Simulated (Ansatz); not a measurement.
## Effect of pressure −2 GPa on Cu

Consider Cu in the fcc (Cu type) structure (space group Fm-3m, No. 225; a = 3.564 Å).

Perturbation: hydrostatic tension (pressure −2 GPa).

Computed with PBEsol in Ansatz (plane waves to 420 eV, PAW, no SOC). k-mesh 22×22×22 (Γ-centred); smearing 0.05 eV (Fermi–Dirac).

| quantity | base | changed | shift |
|---|---|---|---|
| volume per atom | 11.32 Å³ | 11.45 Å³ | +0.139 Å³ |
| density | 9.33 g/cm³ | 9.21 g/cm³ | -0.113 g/cm³ |
| lattice parameter a | 3.564 Å | 3.578 Å | +0.0146 Å |
| shortest interatomic distance | 2.520 Å | 2.530 Å | +0.010 Å |
| band gap | zero | zero | – |

Cost of the whole job for the changed cell (relaxation, final SCF and bands): very roughly 14 core-seconds.

Load acts through the strain it causes; cell and atoms are relaxed under it. Whether these cells are dynamically stable was not tested. All final runs are without spin polarisation.

Ansatz is an electronic-structure program.
